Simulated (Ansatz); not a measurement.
# SrTiO3, pressure series

Start from SrTiO3 in the cubic perovskite structure (space group Pm-3m, No. 221; a = 3.891 Å).

Cell and atoms are relaxed at each pressure.

The values are results of PBEsol (Ansatz, an electronic-structure program), no spin-orbit coupling, not measurements.

Notes on the quantities. enthalpy: H = E + PV relative to the base's energy.

| variant | lattice parameter a | band gap | enthalpy |
|---|---|---|---|
| base | 7.353 bohr | 1.85 eV | – |
| pressure −2 GPa | 7.380 bohr | 1.83 eV | -0.15 eV/atom |
| pressure −1 GPa | 7.366 bohr | 1.84 eV | -0.07 eV/atom |
| pressure 0.3 GPa | 7.349 bohr | 1.85 eV | +0.02 eV/atom |
| pressure 0.7 GPa | 7.344 bohr | 1.86 eV | +0.05 eV/atom |
| pressure 1.5 GPa | 7.334 bohr | 1.87 eV | +0.11 eV/atom |
| pressure 3 GPa | 7.315 bohr | 1.88 eV | +0.22 eV/atom |
| pressure 5 GPa | 7.291 bohr | 1.90 eV | +0.36 eV/atom |
| pressure 7.5 GPa | 7.263 bohr | 1.92 eV | +0.54 eV/atom |
| pressure 10 GPa | 7.236 bohr | 1.94 eV | +0.72 eV/atom |

Load acts through the strain it causes; cell and atoms are relaxed under it. No phonon test of stability was made. Competing high-pressure phases were not computed. The final runs are not spin-polarised. Many cubic perovskites are stable only at high temperature; tilts and polar distortions were not tested.
